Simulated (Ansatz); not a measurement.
Base system: TiAl (space group P4/mmm, No. 123; relaxed with 0.1 eV smearing).

```yaml
crystal:
  lattice:
    - [2.79629, 0.00000, 0.00000]
    - [0.00000, 2.79629, 0.00000]
    - [0.00000, 0.00000, 4.03814]
  atoms:
    - { symbol: Ti, position: [0.00000, 0.00000, 0.00000] }
    - { symbol: Al, position: [0.50000, 0.50000, 0.50000] }
```

Cartesian axes are those of the cell as printed.

The values are results of PBEsol (Ansatz, a program for electronic structure, PAW, no spin-orbit coupling), not measurements.

Now apply this change: tensor shear ε_xz = +0.57 % (engineering shear γ = 0.0114); the atoms relax in the strained cell.

Problem. How does this affect the stress and energy relative to the base?

Solution. The stress (xx, yy, zz, yz, xz, xy; compression positive) amounts to (0.0, 0.0, 0.0, 0.0, -1.4, 0.0) GPa; the energy increases by 0.8 meV/atom.

No phonon test of stability was made. All final runs are without spin polarisation.
